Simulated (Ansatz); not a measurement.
End structure of the (11-23) surface of hcp Os in its 1x1 cell, outermost plane spacing 0.50 Å in the ideal cut:

```xyz
21
Lattice="4.7705 0.0000 0.0000 2.3852 5.9967 0.0000 0.0000 0.0000 26.0000" Properties=species:S:1:pos:R:3 pbc="T T T"
Os     3.9687     5.1706     8.2019
Os     3.1979     2.7170     8.6454
Os     3.9558     0.1466     9.0381
Os     5.6082     3.6174     9.4827
Os     1.5722     1.0909     9.9817
Os     3.1541     4.5914    10.5328
Os     3.9933     2.0589    10.9822
Os     5.5668     5.5303    11.4879
Os     1.5796     3.0017    12.0043
Os     0.7940     0.4781    12.5178
Os     3.9804     3.9562    13.0001
Os     3.1792     1.4376    13.4821
Os     6.3501     4.9106    13.9957
Os     5.5669     2.3821    14.5122
Os     3.9932     5.8535    15.0177
Os     3.1541     3.3209    15.4673
Os     3.9574     0.8247    16.0182
Os     5.6081     4.2949    16.5172
Os     1.5706     1.7690    16.9621
Os     3.1981     5.1954    17.3546
Os     3.9686     2.7416    17.7981
```

Slab: 21 atoms, 10.0 Å thick at the start (thin: gaps and levels are the slab's own); k 9x7x1, smearing 0.1 eV, dipole-corrected; all atoms relaxed; held to the start's symmetry, so lower structures may exist; no spin, no spin-orbit, no U.

**Question.** What surface energy (mean of both faces) does PBE (Ansatz, an electronic-structure program) give?

**Answer.** 3.93 J/m²

**Question.** What is the computed work function of the top face (PBE)?

**Answer.** 4.73 eV
